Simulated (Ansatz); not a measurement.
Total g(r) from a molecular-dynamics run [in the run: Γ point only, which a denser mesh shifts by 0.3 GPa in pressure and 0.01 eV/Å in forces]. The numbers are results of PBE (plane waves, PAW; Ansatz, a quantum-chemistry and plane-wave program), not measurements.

```
r (Å) | g(r)
     1.02 |  0.00
     1.14 |  0.00
     1.26 |  0.00
     1.38 |  0.00
     1.50 |  0.00
     1.62 |  0.00
     1.74 |  0.00
     1.86 |  0.00
     1.98 | ###### 1.22
     2.10 | ############################## 5.84
     2.22 |  0.08
     2.34 |  0.00
     2.46 |  0.01
     2.58 | ### 0.59
     2.70 | # 0.28
     2.82 | ######## 1.49
     2.94 | ############# 2.62
     3.06 | #### 0.80
     3.18 | ##### 1.01
     3.30 | #### 0.80
     3.42 | ### 0.50
     3.54 | #### 0.86
     3.66 | ####### 1.40
     3.78 | ########## 1.87
     3.90 | ### 0.64
     4.02 | # 0.19
     4.14 | ####### 1.33
     4.26 | ###### 1.25
     4.38 | ### 0.55
     4.50 | # 0.18
     4.62 | ##### 0.95
```

Task: Which system gave this curve?
A. SnO2 (rutile type), crystal, 293 K, 6.9 GPa
B. Ru (hcp), crystal, 306 K
C. Si15As, liquid, 1681 K (no melting point cited, so perhaps supercooled)
D. W (bcc), crystal, 290 K

Result: A, SnO2 (rutile type), crystal, 293 K, 6.9 GPa
